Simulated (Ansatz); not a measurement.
**CeO2 in the CdI2 type structure (space group P-3m1, No. 164; a hypothetical phase, not in the database extracts checked)**

```yaml
crystal:
  lattice:
    - [3.59394, 0.00000, 0.00000]
    - [-1.79697, 3.11244, 0.00000]
    - [0.00000, 0.00000, 4.41041]
  atoms:
    - { symbol: Ce, position: [0.00000, 0.00000, 0.00000] }
    - { symbol: O, position: [0.33333, 0.66667, 0.20466] }
    - { symbol: O, position: [0.66667, 0.33333, 0.79534] }
```

Calculations: r2SCAN+rVV10/PAW in Ansatz (a quantum-chemistry and plane-wave program), no SOC. Γ-centred 11×11×8 mesh, Fermi–Dirac width 0.05 eV.

```yaml
volume_per_atom: 16.44 Å³
density: 5.79 g/cm³
band_gap: 2.52 eV, indirect, k = (0, 0.364, -1/2) in the run's primitive reciprocal basis → A
Lowest conduction-band minima above the VBM: A (0, 0, 1/2) 2.52 eV; M (1/2, 0, 0) 2.71 eV
total_energy: -2576.350 eV/atom (σ→0; compares only within this code and set-up)
```

Whether these cells are dynamically stable was not tested. Seeded moments were not kept for the base. The final runs are not spin-polarised.
